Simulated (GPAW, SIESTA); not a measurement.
A SIESTA input for a self-consistent single point of NbC (P6_3/mmc, 4 atoms in the cell) (DFT, GGA PBEsol, numerical atomic orbitals TZP, PseudoDojo PBEsol standard norm-conserving potentials (rewritten from UPF to PSML)):

```
# files in the folder: Nb.psml C.psml (PseudoDojo PBEsol standard)
SystemName  NbC
SystemLabel siesta

NumberOfAtoms                4
NumberOfSpecies              2
%block ChemicalSpeciesLabel
  1 41 Nb
  2 6 C
%endblock ChemicalSpeciesLabel
LatticeConstant              1.0 Ang
%block LatticeVectors
     3.615194000    0.000000000    0.000000000
    -1.807597000    3.130850000    0.000000000
     0.000000000    0.000000000    4.351143000
%endblock LatticeVectors
AtomicCoordinatesFormat      Ang
%block AtomicCoordinatesAndAtomicSpecies
    -0.000001808    2.087234377    1.087785750  1
     1.807598808    1.043615623    3.263357250  1
    -0.000001808    2.087234377    3.263357250  2
     1.807598808    1.043615623    1.087785750  2
%endblock AtomicCoordinatesAndAtomicSpecies

XC.functional                GGA
XC.authors                   PBEsol
PAO.BasisSize                TZP
PAO.EnergyShift              0.01 Ry
MeshCutoff                   400 Ry
%block kgrid.MonkhorstPack
    8   0   0  0.0
    0   8   0  0.0
    0   0   6  0.0
%endblock kgrid.MonkhorstPack
OccupationFunction           FD
ElectronicTemperature        0.136 eV

MaxSCFIterations             150
SCF.Mixer.Method             Pulay
SCF.Mixer.Weight             0.1
SCF.Mixer.History            8
SCF.DM.Tolerance             1.0E-04
Diag.ParallelOverK           true
WriteForces                  true
```

Problem. Translate this input to GPAW.

Solution. One input that does it (others would too):

```python
from ase import Atoms
from ase.units import GPa
from gpaw import GPAW, PW, FermiDirac

atoms = Atoms(['Nb', 'Nb', 'C', 'C'],
              cell=[[3.615194, 0.000000, 0.000000],
                    [-1.807597, 3.130850, 0.000000],
                    [0.000000, 0.000000, 4.351143]],
              scaled_positions=[[0.333333, 0.666667, 0.250000],
                                [0.666667, 0.333333, 0.750000],
                                [0.333333, 0.666667, 0.750000],
                                [0.666667, 0.333333, 0.250000]],
              pbc=True)

calc = GPAW(mode=PW(900),
            xc='PBEsol',
            kpts={'size': (8, 8, 6), 'gamma': True},
            occupations=FermiDirac(0.136),
            nbands=-10,
            symmetry={'symmorphic': False, 'tolerance': 0.0005},
            maxiter=150)

atoms.calc = calc

energy = atoms.get_potential_energy()
print('Energy (eV):', round(energy, 6))
forces = atoms.get_forces()
print('Forces (eV/Ang):')
print(forces.round(5))
stress = atoms.get_stress()
print('Stress (GPa, Voigt):', (stress / GPa).round(4))
```

Basis settings and potentials, where a program has them, do not carry over. This input uses DFT PBEsol, plane waves, GPAW PAW datasets PBEsol (made by gpaw-setup).

The starting cell comes from a database of computed structures (which also holds hypothetical and non-ambient phases and stackings), without a prior relaxation at this level. Its lattice was rescaled by a random factor within 2.5 % of one. For this run, on top of that: lattice scaled by 0.98.
